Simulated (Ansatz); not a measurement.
## Carrier properties of AlP (F-43m)

Data:

```yaml
crystal:
  lattice:
    - [0.00000, 2.73525, 2.73525]
    - [2.73525, 0.00000, 2.73525]
    - [2.73525, 2.73525, 0.00000]
  atoms:
    - { symbol: Al, position: [0.00000, 0.00000, 0.00000] }
    - { symbol: P, position: [0.75000, 0.75000, 0.75000] }
```

All values below come from PBEsol, rigid bands (plane waves, PAW, scalar-relativistic; Ansatz, a program for electronic structure). Cell: cell and atoms relaxed with PBEsol.

| Item | Result |
|---|---|
| band gap | 1.45 eV |
| electron conductivity mass (300 K, dilute) | 0.33 mₑ |
| hole conductivity mass (300 K, dilute) | 0.60 mₑ |
| effective density of states N_c (300 K) | 1.7e19 cm⁻³ |
| effective density of states N_v (300 K) | 1.0e20 cm⁻³ |
| density-of-states mass, electrons | 0.78 mₑ |
| density-of-states mass, holes | 2.5 mₑ |
| Seebeck coefficient, n-type 1e19 cm⁻³, 300 K | -263 μV/K |
| best n-type power factor at 300 K for τ = 10 fs (best axis; densities from 1e16 to 1e21 cm⁻³ tried, whether or not they can be reached) | 7.8 μW/(cm·K²) at 1e20 cm⁻³ |
| Seebeck coefficient, p-type 1e19 cm⁻³, 300 K | 406 μV/K |
| best p-type power factor at 300 K for τ = 10 fs (best axis; densities from 1e16 to 1e21 cm⁻³ tried, whether or not they can be reached) | 24 μW/(cm·K²) at 3e20 cm⁻³ |

Rigid bands; masses and Seebeck coefficients take one relaxation time τ for all states and one kind of carrier; polarons and phonon drag are left out. Spin-orbit coupling is left out; where it splits the top of the valence band, N_v and the p-type Seebeck coefficient come out somewhat high without it.
